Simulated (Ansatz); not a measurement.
Data:

```yaml
crystal:
  lattice:
    - [0.00000, 3.04091, 3.04091]
    - [3.04091, 0.00000, 3.04091]
    - [3.04091, 3.04091, 0.00000]
  atoms:
    - { symbol: Se, position: [0.75000, 0.75000, 0.75000] }
    - { symbol: Cd, position: [0.00000, 0.00000, 0.00000] }
```

No spin polarisation.

Electron doping at 1.5×10^21 cm⁻³ (0.0844 per cell), with a uniform compensating background at fixed cell and a 300 K Fermi–Dirac width.

The values are results of Ansatz (a first-principles code) PBEsol, no SOC, not measurements. k-mesh 22×22×22 (Γ-centred); smearing 0.0259 eV (Fermi–Dirac).

**Question.** Predict the Fermi level from band edge and gap between the host's bands.

**Answer.** Fermi level relative to the doped band's edge (positive inside the band; to 0.05 eV): +1.70 eV
Gap between the host's bands: 0.44 eV

Charged cell with a jellium background: band edges are those of the host's band count, energies are not comparable with the neutral cell, and many-body gap narrowing is missing. Whether these cells are dynamically stable was not tested. The cell was made from CdSe in the zinc blende structure (space group F-43m, No. 216) by this change: electrons 1.5×10^21 cm⁻³.
